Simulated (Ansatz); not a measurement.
The parent structure is Pt in the fcc (Cu type) structure (space group Fm-3m, No. 225; relaxed with 0.1 eV smearing).

```yaml
crystal:
  lattice:
    - [0.00000, 1.95989, 1.95989]
    - [1.95989, 0.00000, 1.95989]
    - [1.95989, 1.95989, 0.00000]
  atoms:
    - { symbol: Pt, position: [0.00000, 0.00000, 0.00000] }
```

Cartesian axes are those of the cell as printed.

All numbers come from PBEsol in Ansatz (plane waves to 420 eV, PAW, spin-orbit coupling left out).

Modification: a pure shear with ε_xy = ε_yx = 0.0200; the atoms relax in the strained cell.

Predict the stress tensor and what it implies for the stiffness.

Stress of the strained cell less that of the base (GPa, compression positive):
```
    0.9    -3.6     0.0
   -3.6     0.9     0.0
    0.0     0.0    -0.5
```

Then −Δσ/γ with γ = 2ε = 0.0400 gives secant stiffness values (nonlinear terms included at this strain): C66 ≈ 90 GPa.

As a check, the harmonic strain energy −½ V₀ Δσ:ε is 6.8 meV/atom; the computed energy rise is 6.7 meV/atom.

No phonon test of stability was made. All final runs are without spin polarisation.

Ansatz is a first-principles code.
